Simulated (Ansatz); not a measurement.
This Ansatz (an electronic-structure program) input is the reference run, HgTe in the zinc blende structure (space group F-43m, No. 216), computed with Kohn–Sham DFT with the PBEsol functional, run in Ansatz with PAW and 420 eV plane waves, without spin-orbit coupling:

Ansatz 0.2 input:
```yaml
crystal:
  lattice:
    - [0, 3.2548909477, 3.2548909477]
    - [3.2548909477, 0, 3.2548909477]
    - [3.2548909477, 3.2548909477, 0]
  atoms:
    - { symbol: Hg, position: [0, 0, 0] }
    - { symbol: Te, position: [0.25, 0.25, 0.25] }
basis: { ecutwfc: 420, ecutrho_ratio: 4, xc_grid: 2, fft_grid_basis: typed }
kpoints: { mp_grid: { grid: [9, 9, 9] } }
hamiltonian:
  xc: pbesol
  dispersion: none
  pseudopotentials: { kind: paw }
scf: { occupations: { method: fermi_dirac, width: 0.05 }, convergence: { dr2_threshold: 0.0000000002 } }
output: { forces: true, stress: true }
checkpoint: { write: state.ck, write_every: 1000 }
```

Question: Write the input for this change: an isotropic linear strain of +3.00 %, atoms relaxed at fixed cell.

Answer: 
Ansatz 0.2 input:
```yaml
crystal:
  lattice:
    - [0, 3.3525376761, 3.3525376761]
    - [3.3525376761, 0, 3.3525376761]
    - [3.3525376761, 3.3525376761, 0]
  atoms:
    - { symbol: Hg, position: [0, 0, 0] }
    - { symbol: Te, position: [0.25, 0.25, 0.25] }
basis: { ecutwfc: 420, ecutrho_ratio: 4, xc_grid: 2, fft_grid_basis: typed }
kpoints: { mp_grid: { grid: [9, 9, 9] } }
hamiltonian:
  xc: pbesol
  dispersion: none
  pseudopotentials: { kind: paw }
scf: { occupations: { method: fermi_dirac, width: 0.05 }, convergence: { dr2_threshold: 0.0000000002 } }
relax: { f_tol: 0.005, max_steps: 50 }
output: { forces: true, stress: true }
checkpoint: { write: state.ck, write_every: 1000 }
```
This is the input that was run.

Stability against distortions was not tested. All final runs are without spin polarisation.
